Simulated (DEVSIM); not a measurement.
System: abrupt In0.53Ga0.47As p-n junction, at 300 K.

Layer 1 from the left is In0.53Ga0.47As, thickness (μm) 0.190, Na (cm⁻³) 2.1e16, τn (s) 1e-8, τp (s) 1e-8. Layer 2 from the left is In0.53Ga0.47As, thickness (μm) 0.440, Nd (cm⁻³) 3.3e15, τn (s) 1e-8, τp (s) 1e-8.

Left contact: ohmic. Right contact: ohmic. Voltage is applied to the left contact. Recombination: SRH at mid-gap, radiative. Mobility is constant in doping.

This is a model device: material constants are rounded textbook-type values typed into the input, and sizes, dopings and lifetimes were drawn at random. Values at 300 K.

In0.53Ga0.47As: gap (eV) 0.74, affinity (eV) 4.51, permittivity 13.9, Nc (cm⁻³) 2.1e17, Nv (cm⁻³) 7.7e18, μn (cm²/Vs) 12000, μp (cm²/Vs) 300, B (cm³/s) 9.6e-11.

Simulated with DEVSIM: 1D drift-diffusion, Boltzmann statistics, complete ionisation; no tunnelling, impact ionisation, image-force lowering or self-heating.

Problem. What does the simulation give for the dark forward voltage at 100 A/cm², the dark forward voltage at 1 A/cm², the potential step across the device at zero bias?

Solution. dark forward voltage at 100 A/cm² 0.360 V; dark forward voltage at 1 A/cm² 0.236 V; potential step across the device at zero bias 0.480 V.
